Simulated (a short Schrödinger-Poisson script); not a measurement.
System: MOS inversion layer, Al2O3 on p-type GaN, at 300 K.

```tsv
layer	material	thickness (nm)	Na (cm⁻³)
1	Al2O3	6.9	-
2	GaN	400	2.5e18
```

The device is made up for the run: typed textbook-type constants, with dimensions and the other settings drawn at random. Al2O3: permittivity 9, conduction-band edge (eV) 2.75, gap (eV) 6.8, electron mass (mₑ) 0.3. GaN: permittivity 9.5, conduction-band edge (eV) 0, gap (eV) 3.43, Nv at 300 K (cm⁻³) 4.6e19.

Channel valleys (confinement mass, in-plane density-of-states mass, number): Γ 0.2, 0.2, 1. At the gate the conduction-band edge of layer 1 lies 3.21 eV − eVg above the Fermi level of the channel; the field vanishes at the back. Gaps are held at their typed values at every temperature. Mesh 0.03 nm at interfaces.

Solved with a short Schrödinger-Poisson script written for these runs: 1D Poisson equation in equilibrium, electrons quantum, Hartree (BenDaniel-Duke, 12 states a valley, the channel's in-plane mass for all, wave functions free to enter the dielectric), parabolic valleys, classical holes, full ionisation, no traps, pinning or gate leakage.

Task: List the lowest subbands of each valley and their electrons at Vg = 3.2 V.

Result: 
```tsv
valley	subband	energy from the Fermi level (meV)	electrons (cm⁻²)	share (%)
Γ	0	-69.9	5.98e12	100.0
```

All electrons: 5.98e12 cm⁻². In real p-type GaN the Mg acceptor is only partly ionised, and so wide a gap doesn't supply an inversion layer without source and drain.
